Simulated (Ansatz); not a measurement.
The structure below was relaxed with r2SCAN (Ansatz, a first-principles code; PAW; 500 eV plane waves; scalar-relativistic without spin-orbit coupling), earlier PAW set, at pressure 10 GPa.

Space group Im-3m (No. 229); a = 4.1720 Å, b = 4.1720 Å, c = 4.1720 Å, α = 90.00°, β = 90.00°, γ = 90.00°

```csv
atom,site,symmetry,x,y,z
K,2a,m-3m,0.0000,0.0000,0.0000
```

Question: Write out a cell with all atoms.

Answer: 
```xyz
2
Lattice="4.1720 0.0000 0.0000 0.0000 4.1720 0.0000 0.0000 0.0000 4.1720" Properties=species:S:1:pos:R:3 pbc="T T T"
K      0.0000     0.0000     0.0000
K      2.0860     2.0860     2.0860
```
This is the conventional cell.

Load acts through the strain it causes; cell and atoms are relaxed under it. No phonon test of stability was made. Competing high-pressure phases were not computed. The cell was made from K in the bcc (W type) structure (space group Im-3m, No. 229) by this change: pressure 10 GPa.
